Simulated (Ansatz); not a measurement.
## CdSe under a change: uniaxial strain ε_zz = −0.50 %

Start from CdSe in the zinc blende structure (space group F-43m, No. 216; a = 6.007 Å). Axes: x, y, z lie along the cube axes.

One thing is altered: the cell is compressed by 0.50 % along z with no lateral relaxation, atoms relaxed at fixed cell.

Computed with LDA, PAW, 420 eV (Ansatz, an electronic-structure program; scalar-relativistic without spin-orbit coupling). k-mesh 10×10×10 (Γ-centred); smearing 0.05 eV (Fermi–Dirac).

The volume per atom shrinks by 0.136 Å³ to 26.97 Å³ and the space group becomes I-4m2 (No. 119) (base: F-43m (No. 216)). The shortest interatomic distance drops by 0.004 Å, from 2.601 Å to 2.597 Å and the energy stays essentially unchanged. The band gap stays essentially unchanged (0.41 eV against 0.40 eV) and the gap character is still direct at Γ. The electron mass stays 0.041 mₑ (at Γ) and the valence-band top at Γ (three highest levels, from the VBM) becomes 0.00, -0.02, -0.02 eV (base: 0.00, 0.00, 0.00 eV). The stress (xx, yy, zz, yz, xz, xy; compression positive) comes out as (0.27, 0.27, 0.36, 0.00, 0.00, 0.00) GPa.

Cost of the whole job for the changed cell (relaxation, final SCF and bands): around 40 core-seconds (rough).

Masses are band curvatures over ±0.01 Å⁻¹ around the edge. Whether these cells are dynamically stable was not tested. k-point labels follow each cell's own Brillouin zone.
